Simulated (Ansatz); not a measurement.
## Ru: pressure series

Consider Ru in the hcp (Mg type) structure (space group P6_3/mmc, No. 194).

```cif
data_Ru2
_chemical_formula_sum 'Ru2'
_space_group_name_H-M_alt 'P 1'
_space_group_IT_number 1
_cell_length_a 2.69188
_cell_length_b 2.69188
_cell_length_c 4.24566
_cell_angle_alpha 90.000
_cell_angle_beta 90.000
_cell_angle_gamma 120.000
loop_
_space_group_symop_operation_xyz
  'x, y, z'
loop_
_atom_site_label
_atom_site_type_symbol
_atom_site_fract_x
_atom_site_fract_y
_atom_site_fract_z
_atom_site_occupancy
Ru1 Ru 0.66667 0.33333 0.75000 1
Ru2 Ru 0.33333 0.66667 0.25000 1
```

Cell and atoms are relaxed at each pressure.

All numbers come from PBEsol (Ansatz, an electronic-structure program), scalar-relativistic without spin-orbit coupling.

Notes on the quantities. enthalpy: H = E + PV relative to the base's energy.

| case | enthalpy | density |
|---|---|---|
| base | – | 12.60 g/cm³ |
| pressure −2 GPa | -0.17 eV/atom | [?] |
| pressure −1 GPa | -0.08 eV/atom | 12.56 g/cm³ |
| pressure 0.9 GPa | +0.07 eV/atom | 12.63 g/cm³ |
| pressure 2.1 GPa | +0.17 eV/atom | 12.67 g/cm³ |
| pressure 4.5 GPa | +0.37 eV/atom | [?] |
| pressure 9 GPa | +0.74 eV/atom | 12.91 g/cm³ |
| pressure 15 GPa | +1.22 eV/atom | 13.10 g/cm³ |
| pressure 22.5 GPa | +1.82 eV/atom | [?] |
| pressure 30 GPa | +2.40 eV/atom | 13.55 g/cm³ |

Some entries are withheld; estimate them.


- pressure −2 GPa, density: 12.52 g/cm³
- pressure 4.5 GPa, density: 12.76 g/cm³
- pressure 22.5 GPa, density: 13.33 g/cm³

Load acts through the strain it causes; cell and atoms are relaxed under it. Whether these cells are dynamically stable was not tested. No other phases were tried under pressure. The final runs are not spin-polarised.
